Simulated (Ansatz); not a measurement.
GaP: response to strain

The parent structure is GaP in the zinc blende structure (space group F-43m, No. 216).

```xyz
2
Lattice="0.0000 2.7259 2.7259 2.7259 0.0000 2.7259 2.7259 2.7259 0.0000" Properties=species:S:1:pos:R:3 pbc="T T T"
P      4.0888     4.0888     4.0888
Ga     0.0000     0.0000     0.0000
```

Cartesian axes are those of the cell as printed.

Strains are applied to the cell and any free atomic positions relax; under biaxial strain the out-of-plane vector relaxes too.

Method: r2SCAN, PAW, 500 eV (Ansatz, a program for electronic structure; scalar-relativistic without spin-orbit coupling), earlier PAW set.

Notes on the quantities. energy relative to the base: free energy F.

```csv
change,energy relative to the base,band gap,shortest interatomic distance,gap character
base,0 meV/atom,1.85 eV,2.361 Å,"indirect, Γ → Γ–X (87 % along)"
"biaxial strain −2.24 %, plane normal [110], relaxed out of plane",+13 meV/atom,1.41 eV,2.324 Å,"indirect, Γ → X"
"biaxial strain −0.70 %, plane normal [111], relaxed out of plane",[?],1.80 eV,[?],"indirect, Γ → F–Γ (13 % along)"
isotropic strain +4.13 %,+74 meV/atom,1.32 eV,2.458 Å,direct at Γ
```

Fill in the withheld entries from the trend.


- biaxial strain −0.70 %, plane normal [111], relaxed out of plane, energy relative to the base: +1.3 meV/atom
- biaxial strain −0.70 %, plane normal [111], relaxed out of plane, shortest interatomic distance: 2.350 Å

Stability against distortions was not tested. k-point labels follow each cell's own Brillouin zone.
